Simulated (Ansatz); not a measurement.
The reference is Ag in the fcc (Cu type) structure (space group Fm-3m, No. 225; relaxed with 0.1 eV smearing).

```xyz
1
Lattice="0.0000 2.0269 2.0269 2.0269 0.0000 2.0269 2.0269 2.0269 0.0000" Properties=species:S:1:pos:R:3 pbc="T T T"
Ag     0.0000     0.0000     0.0000
```

Cartesian axes are those of the cell as printed.

Calculations: PBEsol (Ansatz, an electronic-structure program, PAW, no spin-orbit coupling).

One thing is altered: the cell is stretched by 2.50 % along z with no lateral relaxation; the atoms relax in the strained cell.

Q: Predict the stress tensor and what it implies for the stiffness.

A: Stress of the strained cell less that of the base (GPa, compression positive):
```
   -2.4     0.0     0.0
    0.0    -2.4     0.0
    0.0     0.0    -3.4
```

Then −Δσ_ii/ε with ε = 0.0250 gives secant stiffness values (nonlinear terms included at this strain): C33 ≈ 135 GPa, C13 ≈ 95 GPa and C23 ≈ 95 GPa.

As a check, the harmonic strain energy −½ V₀ Δσ:ε is 4.4 meV/atom; the computed energy rise is 4.5 meV/atom.

Whether these cells are dynamically stable was not tested.
